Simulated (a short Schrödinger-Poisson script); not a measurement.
System: symmetric double-gate stack, SiO2 on p-type Ge(111), at 300 K.

| layer | material | thickness (nm) | Na (cm⁻³) |
|---|---|---|---|
| 1 | SiO2 | 3.6 | - |
| 2 | Ge | 5 | 2e15 |
| 3 | SiO2 | 3.6 | - |

Constants are typed, rounded textbook-type inputs, not results; the design itself was drawn at random and stands for no fabricated device. SiO2: permittivity 3.9, conduction-band edge (eV) 3.1, gap (eV) 9, electron mass (mₑ) 0.5. Ge: permittivity 16, conduction-band edge (eV) 0, gap (eV) 0.664, Nv at 300 K (cm⁻³) 6e18.

Channel valleys (confinement mass, in-plane density-of-states mass, number): L1 1.59, 0.08, 1; L3 0.09, 0.34, 3. At the gates, both at one voltage, the conduction-band edge of layer 1 lies 3.23 eV − eVg above the Fermi level of the channel. Gaps are held at their typed values at every temperature. Mesh 0.03 nm at interfaces.

From a short Schrödinger-Poisson script (our own, NumPy): 1D Poisson equation in equilibrium, electrons quantum, Hartree (BenDaniel-Duke, 12 states a valley, the channel's in-plane mass for all, wave functions free to enter the dielectric), parabolic valleys, classical holes, full ionisation, no traps, pinning or gate leakage.

The same stack at other levels of the model or other numerical settings:

| run | sheet density of all electrons at Vg = 2.4 V (cm⁻²) | sheet density of all electrons at Vg = 0.6 V (cm⁻²) | capacitance of both gates at Vg = 2.4 V (μF/cm²) | rough cost against the base |
|---|---|---|---|---|
| base | 2.41e13 | 4.66e12 | 1.76 | about 1 |
| electrons treated as classical, Boltzmann | 2.60e13 | 5.37e12 | [?] | 0.03 |
| electrons treated as classical, Fermi-Dirac | [?] | [?] | 1.80 | 0.08 |
| mesh six times as coarse | 2.40e13 | 4.63e12 | 1.76 | 0.2 |

Question: Fill in the missing entries.

Answer: 
- electrons treated as classical, Fermi-Dirac, sheet density of all electrons at Vg = 2.4 V (cm⁻²): 2.51e13
- electrons treated as classical, Boltzmann, capacitance of both gates at Vg = 2.4 V (μF/cm²): 1.87
- electrons treated as classical, Fermi-Dirac, sheet density of all electrons at Vg = 0.6 V (cm⁻²): 5.25e12

The classical rows ignore confinement, and Boltzmann statistics overrate the density once the band edge passes the Fermi level.

Only the L valleys are kept; under strong confinement the Δ valleys of Ge fill too.
